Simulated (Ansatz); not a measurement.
AlP (F-43m), PBE with spin-orbit coupling, rigid bands in Ansatz (a first-principles code). Band gap 1.57 eV, N_c = 1.77e19 cm⁻³ and N_v = 5.67e19 cm⁻³ at 300 K, conductivity masses of 0.343 mₑ (electrons) and 0.701 mₑ (holes). Take k_BT = 0.02585 eV.

Problem. A film of it is 8 nm thick. Estimate the confinement energies in an infinite well.

Solution. ħ²π²/(2m t²) = 0.376 eV·nm²/(m/mₑ × t²) gives 17.1 meV for electrons and 8.38 meV for holes, so the gap would widen to about 1.60 eV. Finite barriers and nonparabolic bands lower this, and with several valleys or bands the heaviest mass along the normal sets the lowest level, not this average.

Problem. What built-in voltage has an abrupt junction with N_A = 1e17 and N_D = 1e17 cm⁻³, all dopants ionised?

Solution. V_bi = E_g/e − (k_BT/e) ln(N_c N_v/(N_A N_D)) = 1.57 − 0.02585 × 11.52 = 1.27 V, for the computed gap.

Problem. What thermal injection velocity √(2k_BT/πm) limits a ballistic channel?

Solution. 9.19e6 cm/s for electrons and 6.43e6 cm/s for holes, a ratio of √(m_h/m_e) = 1.43, for dilute carriers.

Rigid bands with the computed gap; masses take one relaxation time for all states. Geometry: cell and atoms relaxed with PBEsol.
